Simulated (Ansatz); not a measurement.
The reference is WC (space group P-6m2, No. 187; relaxed with 0.1 eV smearing).

```xyz
2
Lattice="2.8991 0.0000 0.0000 -1.4496 2.5107 0.0000 0.0000 0.0000 2.8268" Properties=species:S:1:pos:R:3 pbc="T T T"
W      0.0000     0.0000     0.0000
C      0.0000     1.6738     1.4134
```

Cartesian axes are those of the cell as printed.

The values are results of PBEsol in Ansatz (plane waves to 420 eV, PAW, no SOC), not measurements.

Base values:

The pressure is 0.0 GPa and the shortest interatomic distance comes out as 2.191 Å. The band gap comes out as zero.

The change: the cell is stretched by 3.00 % along z with no lateral relaxation, atoms relaxed at fixed cell.

What happens to the energy relative to the base?

The energy rises by 27 meV/atom.

What does the calculation give for the pressure after the change?

The pressure (mean of the normal stresses, compression positive) goes from zero to -12.3 GPa.

Estimate the effect on the shortest interatomic distance.

The shortest interatomic distance goes up by 0.0276 Å, from 2.191 Å to 2.218 Å.

Estimate the effect on the band gap.

The band gap stays zero.

The cells carry an imposed strain or load. Whether these cells are dynamically stable was not tested. The final runs are not spin-polarised.

Ansatz is a quantum-chemistry and plane-wave program.
